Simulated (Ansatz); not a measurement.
GaN: response to strain

Take GaN in the zinc blende structure (space group F-43m, No. 216; a = 4.4554 Å) as the base.

Strains are applied to the cell and any free atomic positions relax.

Level of theory: Ansatz (a quantum-chemistry and plane-wave program), LDA, PAW, cutoff 420 eV, spin-orbit coupling left out.

Candidates:
(a) isotropic strain +1.00 %
(b) isotropic strain −0.50 %
(c) isotropic strain +2.50 %

Base values:

Band gap: 1.96 eV

Task: Order them by band gap, lowest first.

Result: (c) isotropic strain +2.50 % (1.48 eV), (a) isotropic strain +1.00 % (1.76 eV), (b) isotropic strain −0.50 % (2.05 eV)

No phonon test of stability was made. This is not the structure that GaN has at room temperature and ambient pressure.
